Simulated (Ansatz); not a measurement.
## Mg2Sn (space group Fm-3m, No. 225)

```yaml
crystal:
  lattice:
    - [0.00000, 3.37302, 3.37302]
    - [3.37302, 0.00000, 3.37302]
    - [3.37302, 3.37302, 0.00000]
  atoms:
    - { symbol: Sn, position: [0.00000, 0.00000, 0.00000] }
    - { symbol: Mg, position: [0.25000, 0.25000, 0.25000] }
    - { symbol: Mg, position: [0.75000, 0.75000, 0.75000] }
```

Level of theory: Kohn–Sham DFT with the PBEsol functional, run in Ansatz (an electronic-structure program) with PAW and 420 eV plane waves, spin-orbit coupling left out. Settings: 12×12×12 k-points, 0.05 eV Fermi–Dirac smearing.

The volume per atom comes out as 25.58 Å³, the density is 3.62 g/cm³ and the band gap is zero. The total energy is -3258.168 eV/atom (σ→0; compares only within this code and set-up).

Stability against distortions was not tested.
